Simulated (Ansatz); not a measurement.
System: quartz-high SiO₂ (high-temperature phase). Method: r²SCAN+rVV10 (PAW; Ansatz, an electronic-structure program).

Numerical settings: plane-wave cutoff 560 eV, 12×12×6 k mesh (along the axes of the cell as run), Fermi–Dirac smearing 0.01 eV, scalar-relativistic PAW data made under PBE.

Cell (relaxed at this level):

```
CELL_PARAMETERS angstrom
      2.52485    -4.37316     0.00000
      2.52485     4.37316     0.00000
      0.00000     0.00000     5.53497
ATOMIC_POSITIONS crystal
  Si 0.50000 0.50000 0.33333
  Si 0.50000 0.00000 0.00000
  Si 0.00000 0.50000 0.66667
  O  0.20765 0.79235 0.83333
  O  0.20765 0.41529 0.50000
  O  0.58471 0.79235 0.16667
  O  0.79235 0.20765 0.83333
  O  0.79235 0.58471 0.50000
  O  0.41529 0.20765 0.16667
```

Question: What does this level give for the bulk modulus B0, band gap, smallest direct gap on the k points sampled and pressure derivative B′ of the bulk modulus?

Answer: 
- bulk modulus B0 = 144 GPa
- band gap = 6.19 eV (indirect)
- smallest direct gap on the k points sampled = 6.38 eV
- pressure derivative B′ of the bulk modulus = 2.3

Note: symmetry holds this phase in the static calculation, where it need not be a minimum; held by symmetry at 0 K, a high-temperature phase can be a saddle point; the bulk modulus comes from volumes at which shape and atoms were relaxed.

The computed numbers hold no vibrational or temperature effects.
